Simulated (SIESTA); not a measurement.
# Predicting one run from its neighbours: the energy of slabs against their depth, the (110) slab of NaI (cut from a parent of space group no. 225; 8 atoms in the cell)

```xyz
8
Lattice="6.4894 0.0000 0.0000 0.0000 4.5887 0.0000 0.0000 0.0000 20.8830" Properties=species:S:1:pos:R:3 pbc="T T T"
I      0.0000     3.4415     7.0000
I      3.2447     1.1472     9.2943
I      0.0000     3.4415    11.5887
I      3.2447     1.1472    13.8830
Na     0.0000     1.1472     9.2943
Na     3.2447     3.4415     7.0000
Na     0.0000     1.1472    13.8830
Na     3.2447     3.4415    11.5887
```
(The smallest cell of the table.)

Level of theory: LDA PW92, numerical atomic orbitals DZP, PseudoDojo LDA standard norm-conserving potentials (rewritten from UPF to PSML) run with SIESTA.

Base settings: XC.functional = LDA; XC.authors = PW92; potentials = PseudoDojo LDA standard; PAO.BasisSize = DZP; PAO.EnergyShift = 0.01 Ry; MeshCutoff = 300 Ry; kgrid.MonkhorstPack = 4 5 1; OccupationFunction = FD; ElectronicTemperature = 0.01 eV; MaxSCFIterations = 150.

The starting cell has typed, rounded lattice constants, without a prior relaxation at this level. The slab is cut from that crystal, and its faces are unrelaxed. Its lattice was rescaled by up to half a per cent. Spin polarisation is off, though cut faces can carry moments; a gap of a slab can lie between surface states. Values carry the incompleteness of an atom-centred basis.

Deep slabs follow E = 2Aγ + N·e, so a straight line through E against N gives the surface energy without a separate bulk run; a round N·e is taken off to keep the numbers short. The area A is 29.778 Å².

| atoms N | E − N·(-798.385 eV) (eV) |
|---|---|
| 8 | 1.3050 |
| 12 | ? |
| 16 | 0.6607 |
| 20 | 0.3355 |
| 24 | 0.0102 |

Problem. Fit the line to the 4 rows given and predict the withheld one.

Solution. Means: x̄ = 17.000, ȳ = 0.57785. Σ(x − x̄)(y − ȳ) = -11.33 and Σ(x − x̄)² = 140.0, so b = -0.08091 and a = ȳ − b·x̄ = 1.9533; γ = a/2A = 0.525 J/m² (unrelaxed) and e = -798.4659 eV per atom. The largest residual of the fitted rows is 0.0020. At x = 12 the line gives 0.9824 eV. The run gave 0.9855 eV, a miss of 0.0031 eV. The table is a window of a longer ladder. The rows were chosen because the form fits them, the withheld one included, so this shows the method and is no test of the form.

Left out of this page: 1 run of the series outside the window shown, repeating another row's setting, or not comparable.
